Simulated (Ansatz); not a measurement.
# WS2 with two functionals, pressure 30 GPa

Start from WS₂ in the 2H-MoS2 type structure (space group P6_3/mmc, No. 194; a = 3.154 Å, c = 12.137 Å; layered, stacked along the Cartesian z axis).

(Cell as relaxed with PBE-D3(BJ).)

Levels (all Ansatz, an electronic-structure program, PAW): PBE-D3(BJ) (420 eV, spin-orbit coupling left out); PBEsol-D3(BJ) (420 eV, spin-orbit coupling left out).

Each level relaxes its own structure.

```
base                 PBE-D3(BJ)  PBEsol-D3(BJ)
-------------------  ----------  -------------
volume per atom        17.43 Å³       16.49 Å³
lattice parameter a     3.154 Å        3.115 Å
band gap                0.88 eV        0.65 eV
```

Now apply this change: cell and atoms relaxed at a pressure of 30 GPa.

| quantity | PBE-D3(BJ) | PBEsol-D3(BJ) |
|---|---|---|
| shortest interatomic distance | 2.343 Å | [?] |
| c/a ratio | 3.627 | [?] |
| band gap | zero | [?] |

**Question.** Predict the PBEsol-D3(BJ) column.

**Answer.** 
- shortest interatomic distance, PBEsol-D3(BJ): 2.330 Å
- c/a ratio, PBEsol-D3(BJ): 3.632
- band gap, PBEsol-D3(BJ): zero

PBE-D3(BJ)'s shortest interatomic distance lies 0.0125 Å above PBEsol-D3(BJ)'s (0.5 %); PBE-D3(BJ)'s c/a ratio lies 0.0058 below PBEsol-D3(BJ)'s; the two agree on the band gap. Neither level is exact; PBEsol-D3(BJ) is the comparison here, not a measurement.

A case with no gap was solved on a k-mesh chosen for an insulator, which is coarse for it. With W present, leaving out spin-orbit coupling can change the band edges. Load acts through the strain it causes; cell and atoms are relaxed under it. Whether these cells are dynamically stable was not tested. Competing high-pressure phases were not computed. The final runs are not spin-polarised. The zero or small gap of WS2 under pressure 30 GPa can change with the level of theory.
